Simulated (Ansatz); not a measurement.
**A computed series for MgO: response to strain**

The parent structure is MgO in the rock salt structure (space group Fm-3m, No. 225; a = 4.254 Å).

Strains are applied to the cell and any free atomic positions relax.

All numbers come from PBE/PAW in Ansatz (an electronic-structure program), scalar-relativistic without spin-orbit coupling.

| isotropic strain (%) | band gap (eV) |
|---|---|
| -3 | 5.37 |
| -1.5 | 4.90 |
| -1 | ? |
| -0.5 | 4.60 |
| 0 | 4.46 |
| 1 | 4.19 |
| 2 | 3.93 |
| 2.5 | 3.80 |
| 3 | 3.68 |

**Question.** Fit E_g = E₀ + Dε (ε in %) to the rows shown and predict the withheld row.

**Answer.** Least squares on the printed values gives E₀ = 4.49 eV, D = -280 meV per % of strain (largest residual 0.04 eV); this predicts 4.77 eV, and the run gives 4.75 eV, 0.02 lower.

Whether these cells are dynamically stable was not tested.
